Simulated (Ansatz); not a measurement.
Take CsPbBr3 in the cubic perovskite structure (space group Pm-3m, No. 221; a = 5.8721 Å) as the base. Axes: x, y, z lie along the cube axes.

Computed with PBEsol (Ansatz, a first-principles code; PAW; 420 eV plane waves; no spin-orbit coupling).

Perturbation: tensile biaxial strain of 3.00 % in the plane normal to [001], as in epitaxy on a mismatched substrate; the out-of-plane cell vector and the atoms relax.

Q: Estimate the effect on the ratio −ε⊥/ε∥, energy relative to the base and in-plane stress.

A: The ratio −ε⊥/ε∥ amounts to 0.24; the energy grows by 11 meV/atom; the mean in-plane stress (compression positive) amounts to -1.4 GPa.

Whether these cells are dynamically stable was not tested. Many cubic perovskites are stable only at high temperature; tilts and polar distortions were not tested. This is not the structure that CsPbBr3 has at room temperature and ambient pressure.
